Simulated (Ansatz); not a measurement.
**fcc Yb**

The numbers are results of r²SCAN (PAW; Ansatz, a first-principles code), not measurements.

Run with plane-wave cutoff 600 eV, 20×20×20 k mesh, Fermi–Dirac smearing 0.029 eV (set by the program), no spin polarisation, scalar-relativistic PAW data made under PBE.

Cell (measured lattice):

```yaml
crystal:
  lattice:
    - [0.00000, 2.74230, 2.74230]
    - [2.74230, 0.00000, 2.74230]
    - [2.74230, 2.74230, 0.00000]
  atoms:
    - { symbol: Yb, position: [0.00000, 0.00000, 0.00000] }
```

elastic constant C11: 15.3 GPa
elastic constant C12: 8.18 GPa
elastic constant C44: 12.1 GPa
Voigt–Reuss–Hill bulk modulus: 10.6 GPa
Voigt–Reuss–Hill shear modulus (Hill average): 7.44 GPa
Young modulus: 18.1 GPa
Poisson ratio: 0.215

Note: the cell isn't this level's own, so it is under some stress, which shifts stiffness and frequencies.

Elastic constants are with the ions relaxed.

Spin–orbit coupling is not included.

The computed numbers hold no vibrational or temperature effects.

Computing time: very roughly 8 core-minutes.
